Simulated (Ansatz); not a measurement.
The starting structures come from a database of crystals and need not be the phases stable at ambient conditions.

Inside the gap of an insulator the Bloch states are evanescent, with a wavenumber k + iκ along the transport direction.

Input:

```xyz
12
Lattice="6.0051 0.0000 0.0000 0.0000 11.3278 0.0000 3.0025 5.6639 3.0025" Properties=species:S:1:pos:R:3 pbc="T T T"
K      3.0025     8.4959     3.0025
K      0.0000     8.4959     0.0000
Au     6.0051    11.3278     3.0025
Au     3.0025     0.0000     0.0000
F      6.9846     9.9690     2.0231
F      2.0231     7.0227     0.9795
F      3.9820     9.9690     0.9795
F      5.0256     7.0227     2.0231
F      2.0231     4.3051     0.9795
F      6.9846    12.6866     2.0231
F      5.0256     4.3051     2.0231
F      3.9820    12.6866     0.9795
```

Space group of this cell: I4/mcm. The cell is taken as given.

Transport runs along the normal of the first two printed cell vectors, the (100) plane of the conventional cell.

The gap is the functional's own. No spin-orbit coupling. Mid-gap values are interpolated on the energy grid.

Q: Compute, with PBEsol (Ansatz, a quantum-chemistry and plane-wave program), the band gap and the smallest decay constant κ at mid-gap.

A: Gap 2.37 eV on a 10×10×10 mesh; κ = 0.662 1/Å, at (0.167, 0.000) of the in-plane reciprocal vectors. At the zone centre, at the nearest computed energy, the slowest state has κ = 0.67 1/Å.
